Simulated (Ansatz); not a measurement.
The parent structure is GaP in the zinc blende structure (space group F-43m, No. 216; a = 5.4386 Å).

Structures relaxed with PBEsol/PAW in Ansatz (a first-principles code), no spin-orbit coupling.

Base:

Simulated powder pattern, Cu Kα1, λ = 1.54056 Å (kinematic, ideal powder, no thermal factors, no anomalous dispersion; the 8 strongest lines at most, above 2 %, up to 2θ = 90°):

| 2θ (°) | I/Imax (%) | hkl |
|---|---|---|
| 28.40 | 100 | (111) |
| 32.91 | 14 | (200) |
| 47.23 | 61 | (220) |
| 56.04 | 42 | (311) |
| 69.02 | 9.4 | (400) |
| 76.25 | 16 | (331) |
| 78.60 | 4.4 | (420) |
| 87.87 | 20 | (422) |

One thing is altered: the cell is scaled by 0.9700 in all directions; the atoms relax in the strained cell.

### Question
How do the reflections move or split?

### Answer

Simulated powder pattern, Cu Kα1, λ = 1.54056 Å (kinematic, ideal powder, no thermal factors, no anomalous dispersion; the 8 strongest lines at most, above 2 %, up to 2θ = 90°):

```tsv
2θ (°)	d (Å)	I/Imax (%)	hkl
29.30	3.046	100	(111)
33.96	2.638	15	(200)
48.79	1.865	60	(220)
57.93	1.591	42	(311)
60.77	1.523	3.7	(222)
71.47	1.319	9.2	(400)
79.06	1.210	16	(331)
81.54	1.180	4.3	(420)
```

The indices refer to the base's conventional cell; one index is shown for lines that coincide.

Gaps are Kohn–Sham eigenvalue differences; semilocal functionals usually give less than the measured gap. Stability against distortions was not tested.
